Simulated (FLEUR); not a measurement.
Worked example: self-consistent single point of YbP2Ru2 (I4/mmm, 5 atoms in the cell) in FLEUR.

Method of the run: LDA (Vosko-Wilk-Nusair), all-electron FLAPW (FLEUR), scalar-relativistic valence run with FLEUR.

The change in words: lattice scaled by 0.98. Reference geometry:
```
Yb(PRu)2
1.0
   -2.03422     2.03422     4.80540
    2.03422    -2.03422     4.80540
    2.03422     2.03422    -4.80540
Yb P Ru
1 2 2
Direct
  0.00000   0.00000   0.00000
  0.36990   0.36990   0.00000
  0.63010   0.63010   0.00000
  0.25000   0.75000   0.50000
  0.75000   0.25000   0.50000
```

Reference input (self-consistent single point, DFT, LDA (Vosko-Wilk-Nusair), all-electron FLAPW (FLEUR), scalar-relativistic valence): Kmax = 4 1/bohr; GmaxXC = 16 1/bohr; xcFunctional = vwn; jspins = 1; l_soc = F; mode = hist; fermiSmearingEnergy = 0.00367493 Htr; mesh (inpgen div1-3) = 7 7 7; inpgen gamma flag = false; Gmax = 16 1/bohr; numbands = 0; maxIterBroyd = 99. This run's input differs from it in these lines:

```diff
@@ -3,5 +3,5 @@
 &input film=f /
--3.8441186772 3.8441186772 9.0808899193
-3.8441186772 -3.8441186772 9.0808899193
-3.8441186772 3.8441186772 -9.0808899193
+-3.7672370596 3.7672370596 8.8992721209
+3.7672370596 -3.7672370596 8.8992721209
+3.7672370596 3.7672370596 -8.8992721209
 1.0
@@ -47,5 +47,5 @@
          <bravaisMatrix>
-            <row-1>   -3.8441186772000000     3.8441186772000000     9.0808899193000006</row-1>
-            <row-2>    3.8441186772000000    -3.8441186772000000     9.0808899193000006</row-2>
-            <row-3>    3.8441186772000000     3.8441186772000000    -9.0808899193000006</row-3>
+            <row-1>   -3.7672370596000002     3.7672370596000002     8.8992721208999992</row-1>
+            <row-2>    3.7672370596000002    -3.7672370596000002     8.8992721208999992</row-2>
+            <row-3>    3.7672370596000002     3.7672370596000002    -8.8992721208999992</row-3>
          </bravaisMatrix>
```

Output, abridged:

```
 Iteration:     1   Distance:     177.68472669 me/bohr^3
 Iteration:     2   Distance:      43.63242019 me/bohr^3
 Iteration:     3   Distance:      35.97907241 me/bohr^3
 Iteration:     4   Distance:       9.48414620 me/bohr^3
 Iteration:     5   Distance:      10.16216420 me/bohr^3
   [... 20 lines left out ...]
 Iteration:    26   Distance:       0.00006234 me/bohr^3
 Iteration:    27   Distance:       0.00001650 me/bohr^3
 Iteration:    28   Distance:       0.00001888 me/bohr^3
 Iteration:    29   Distance:       0.00000127 me/bohr^3
 Reset of history
 Run finished successfully
 Stop message:
   Structural relaxation: new displacements generated

[file out, last iteration]
             iter=     30
[...]
          total density-effective poten   -4.0071969484E+04
          total charge density-energy d   -5.8931633010E+02
 Updated energy parameters for spin:           1
[...]
 fermi energy and band-weighting factors:

[...]
FERMIE:
          first approx. to ef    (T=0)  :   0.481350 htr   (energy of the highest occ. eigenvalue)
          number of occ. states  (T=0)  :       1238
          first approx. to seigv (T=0)  :  -3.277377 htr
          sum of weights of occ. states :  31.000000
          sum of semicore charge        :   0.000000 e
FERHIS:  Fermi-Energy by histogram:
          bandgap                     :   0.000433 htr
   [... lines left out ...]
          charge neutrality (T=0)     :   0.000000    (zero if the highest occ. eigenvalue is "entirely" occupied)
     EF_NEWTON:  Adjust Fermi-Energy by Newton-Method.
 Direct bandgap for spin            1 :    1.5620264233969561E-002  Htr
 ---->    free energy=                    -23804.4626335097 htr
   [... lines left out ...]
 TOTAL FORCE FOR ATOM TYPE=  1  X=  0.000   Y=  0.000   Z=  0.000
                       FX_TOT= 0.000000 FY_TOT= 0.000000 FZ_TOT= 0.000000
 TOTAL FORCE FOR ATOM TYPE=  2  X=  0.000   Y=  0.000   Z=  6.584
                       FX_TOT= 0.000000 FY_TOT= 0.000000 FZ_TOT= 0.016290
 TOTAL FORCE FOR ATOM TYPE=  3  X=  0.000   Y=  3.767   Z= -4.450
                       FX_TOT= 0.000000 FY_TOT= 0.000000 FZ_TOT= 0.000000
```

The run converged in 29 iterations. FLEUR gives forces in its relaxation mode, with a further iteration, so its stop message speaks of a relaxation. Against the reference run the free energy falls by 23.0 meV/atom and the largest force goes from 0.027 to 0.838 eV/Å.

The starting cell comes from a database of computed structures (which also holds hypothetical and non-ambient phases and stackings), without a prior relaxation at this level. For this run, on top of that: lattice scaled by 0.98. Spin-orbit coupling is off. Spin polarisation is off, so a magnetic state, if there is one, cannot be reached. The f electrons are in the valence without U or exact exchange, which can misplace them near the Fermi level. Spin-orbit terms, which matter for f shells, are left out. Values depend on the basis (sphere radii, cutoffs, local orbitals), which need not be converged. The log's line on a gap gives a spacing of levels on this mesh, which the program prints for metals too.

Cost on one core of a shared machine: roughly 4 min.
